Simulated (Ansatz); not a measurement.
Take ZnAu in the CsCl type structure (space group Pm-3m, No. 221; a = 3.187 Å; relaxed with 0.1 eV smearing) as the base.

All numbers come from PBE, PAW, 420 eV (Ansatz, an electronic-structure program; no SOC).

For the base:

```
Property    Value
--------  -------
Pressure  0.0 GPa
```

Now apply this change: an isotropic linear strain of +2.00 %; the atoms relax in the strained cell.

Question: Predict the new pressure.

Answer: The pressure goes from zero to -5.9 GPa.

Question: What happens to the energy relative to the base?

Answer: The energy increases by 19 meV/atom.

Whether these cells are dynamically stable was not tested.
